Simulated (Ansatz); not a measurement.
Density of states of SiC (P6_3mc) above the conduction band minimum, r2SCAN with spin-orbit coupling, rigid bands run with Ansatz (a first-principles code); cell volume 41.3 Å³.

| energy from edge (eV) | 10⁻³ states/eV/cell |
|---|---|
| 0.006 | 7.73 |
| 0.031 | 21.4 |
| 0.056 | 29.2 |
| 0.081 | 35.5 |
| 0.106 | 40.9 |
| 0.131 | 46.3 |
| 0.156 | 50.3 |
| 0.181 | 54.9 |
| 0.206 | 58.9 |
| 0.231 | 62.7 |
| 0.256 | 66.7 |
| 0.281 | 69.7 |
| 0.319 | 75.8 |
| 0.344 | 79.2 |
| 0.369 | 83.0 |
| 0.394 | 86.0 |
| 0.419 | 89.2 |
| 0.444 | 92.6 |
| 0.469 | 96.5 |
| 0.494 | 99.8 |
| 0.519 | 103 |
| 0.544 | 107 |
| 0.569 | 116 |
| 0.594 | 162 |

What effective density of states at 300 K does this give (∫ g(E) exp(−E/k_BT) dE, both spins, divided by the cell's size)?

1.1e19 cm⁻³, a density-of-states mass of 0.56 mₑ, valleys and band degeneracy included.

Geometry: cell and atoms relaxed with r2SCAN.
